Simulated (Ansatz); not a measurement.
Start from BaHfO3 in the cubic perovskite structure (space group Pm-3m, No. 221; a = 4.158 Å).

Level of theory: PBEsol in Ansatz (plane waves to 420 eV, PAW, no SOC).

Base values:

* **Band gap**: 3.58 eV
* **Gap character**: indirect, R → Γ
* **Pressure**: 0.00 GPa

Now apply this change: every lattice vector is stretched by 1.20 %; the atoms relax in the strained cell.

Q: Predict the new energy relative to the base, band gap, gap character and pressure.

A: The energy goes up by 9.4 meV/atom; the band gap decreases by 0.07 eV to 3.51 eV; the gap character is still indirect, R → Γ; the pressure goes from zero to -5.59 GPa.

With Hf present, leaving out spin-orbit coupling can change the band edges. No phonon test of stability was made.

Ansatz is a quantum-chemistry and plane-wave program.
